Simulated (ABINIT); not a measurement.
Troubleshooting ABINIT: a failed run on CaMg2 (C2/m, 6 atoms in the cell). The aim is a self-consistent single point with DFT, LDA (PW92), plane waves, PAW (JTH v2.0 LDA PAW).

This input was run:

```
# CaMg2, JTH v2.0 LDA PAW
pp_dirpath "./"
pseudos "Ca.LDA_PW-JTH.xml, Mg.LDA_PW-JTH.xml"
acell 12.5810425139 12.5810425139 14.8988651910
rprim
         0.9638216546   -0.2665479657   -0.0000000000
         0.9638216546    0.2665479657    0.0000000000
        -0.3005210488    0.0000000000    0.9537751827
natom 6
ntypat 2
znucl 20 12
typat 1 1 2 2 2 2
xred
         0.1746000000    0.1746000000    0.6354500000
         0.8254000000    0.8254000000    0.3645500000
         0.8632100000    0.8632100000    0.9675400000
         0.1367900000    0.1367900000    0.0324600000
         0.4693600000    0.4693600000    0.7276100000
         0.5306400000    0.5306400000    0.2723900000
spgroup 221
ecut 20
pawecutdg 40
pawxcdev 0
occopt 3
tsmear 0.1 eV
nband 39
kptopt 1
ngkpt 6 6 3
nshiftk 1
shiftk 0 0 0
nstep 60
tolvrs 1.0e-12
prtwf 0
prtden 0
```

Output (repeated stretches shortened):

```
  added one more symmetry : nogen_new=          21
 21    0  0  1  0 -1  0  1  0  0    0.00E+00    0.00E+00    0.00E+00  1
  added one more symmetry : nogen_new=          22
 22    0  0 -1  0  1  0  1  0  0    0.00E+00    0.00E+00    0.00E+00  1
  added one more symmetry : nogen_new=          23
   [... lines left out ...]
 24   -1  0  0  0  0  1  0  1  0    0.00E+00    0.00E+00    0.00E+00  1
  bldgrp : exit with            24  operation symmetries
 Matrix rprimd :
  1.21258812E+01 -3.35345129E+00 -0.00000000E+00
  1.21258812E+01  3.35345129E+00  0.00000000E+00
 -4.47742259E+00  0.00000000E+00  1.42101679E+01
 Matrix rmet :
  1.58282631E+02  1.35791360E+02 -5.42926945E+01
  1.35791360E+02  1.58282631E+02 -5.42926945E+01
 -5.42926945E+01 -5.42926945E+01  2.21976184E+02
 Matrix rprimd_sym :
  1.21258812E+01  3.35345129E+00  0.00000000E+00
 -4.47742259E+00  0.00000000E+00  1.42101679E+01
  1.21258812E+01 -3.35345129E+00  0.00000000E+00
 Matrix rmet_sym :
  1.58282631E+02 -5.42926945E+01  1.35791360E+02
 -5.42926945E+01  2.21976184E+02 -5.42926945E+01
  1.35791360E+02 -5.42926945E+01  1.58282631E+02
 Matrix rmet_sym-rmet :
  0.00000000E+00 -1.90084054E+02  1.90084054E+02
 -1.90084054E+02  6.36935532E+01  0.00000000E+00
  1.90084054E+02  0.00000000E+00 -6.36935532E+01

--- !ERROR
src_file: m_symtk.F90
src_line: 847
mpi_rank: 0
message: |
    The symmetry operation number 2 does not preserve
    vector lengths and angles.
    The value of the square root of residual is:   3.9069E+02  that is greater than threshold:  1.5391E-02
    Action: modify rprim, acell and/or symrel so that
    vector lengths and angles are preserved.
    Beware, the tolerance on symmetry operations is very small.
...

 abinit_abort: decision taken to exit. Check above messages for more info
Abort(13) on node 0 (rank 0 in comm 0): application called MPI_Abort(MPI_COMM_WORLD, 13) - process 0

--- !ERROR
src_file: m_symtk.F90
src_line: 847
mpi_rank: 0
message: |
    The symmetry operation number 2 does not preserve
    vector lengths and angles.
    The value of the square root of residual is:   3.9069E+02  that is greater than threshold:  1.5391E-02
    Action: modify rprim, acell and/or symrel so that
    vector lengths and angles are preserved.
    Beware, the tolerance on symmetry operations is very small.
...
```

**Question.** From the messages shown, name the fault and mend the input.

**Answer.** The fault is a symmetry setting or precision that does not fit the structure; here the program stops on it instead of giving results. To fix it, let the typed structure, the tolerance and any stated group agree. The program stopped before any SCF iteration.

An input that runs soundly differs in these lines (not the only fix; some lines may just follow from the change or write a value another way):
```diff
-spgroup 221
```

With that input, the run converged in 13 iterations: free energy E − TS -8929.04 eV; Fermi level (on the code's own zero) 3.82 eV; pressure -1.95 GPa; largest force (vector length) 0.147 eV/Å (DFT, LDA (PW92), plane waves, PAW (JTH v2.0 LDA PAW)).

On the sound input: the starting cell comes from a database of computed structures (which also holds hypothetical and non-ambient phases and stackings), without a prior relaxation at this level.
